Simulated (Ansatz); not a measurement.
Functionals compared on a constructed model of the (110) surface of bcc Ta, a pseudomorphic layer of Mn in the host's stacking (bottom of the slab: a bare face, its two planes held), in Ansatz (plane waves, PAW). The structure was relaxed with PBE; the other rows are single points on it. Cutoff 420 eV.

Model: 7-atom slab, 14.5 Å thick at the start, 14x14x1 mesh, Fermi-Dirac 0.1 eV, dipole correction, 2 atoms held, the rest relaxed; start symmetry kept, larger cells not searched; spin-polarised, ending with about 3.2 μB a cell; orders that need a larger cell were not tried, no spin-orbit, no U. It is one candidate, not shown to be the stable structure of the face. These notes are the PBE run's.

```csv
functional,work function of the top face (eV),magnetic moment of the cell (μB),rough cost of the single point
PBE,3.57,3.21,–
RPBE,3.38,3.27,roughly 5 core-minutes
```

Ansatz is a program for electronic structure.
